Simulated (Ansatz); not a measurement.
System: zinc-blende KH (model structure). Method: r²SCAN+rVV10 (PAW; Ansatz, a program for electronic structure).

Settings: plane-wave cutoff 500 eV, 10×10×10 k mesh, gaussian smearing 0.02 eV, scalar-relativistic PAW data made under PBE.

Cell (relaxed at this level):

```cif
data_H4K4
_chemical_formula_sum 'K4 H4'
_space_group_name_H-M_alt 'F-43m'
_space_group_IT_number 216
_space_group_name_Hall 'F -4 2 3'
_cell_length_a 6.16003
_cell_length_b 6.16003
_cell_length_c 6.16003
_cell_angle_alpha 90.000
_cell_angle_beta 90.000
_cell_angle_gamma 90.000
loop_
_atom_site_label
_atom_site_type_symbol
_atom_site_symmetry_multiplicity
_atom_site_Wyckoff_symbol
_atom_site_fract_x
_atom_site_fract_y
_atom_site_fract_z
_atom_site_occupancy
K1 K 4 a 0.00000 0.00000 0.00000 1
H1 H 4 d 0.75000 0.75000 0.75000 1
```
(The calculation used a cell of 2 atoms; values per cell refer to that cell.)

Question: Give the computed band gap.

Answer: 
- band gap = 3.87 eV (on the SCF k mesh)

Note: the relaxation could raise the start's symmetry but not lower it, so the cell can be a saddle point.

Static lattice: no zero-point or thermal effects.

The result took about 14 core-seconds (a rough figure).

A model structure was made by putting elements into a prototype or built by hand; it is no filed structure, need not be a known phase, and can be a saddle point held by its symmetry.
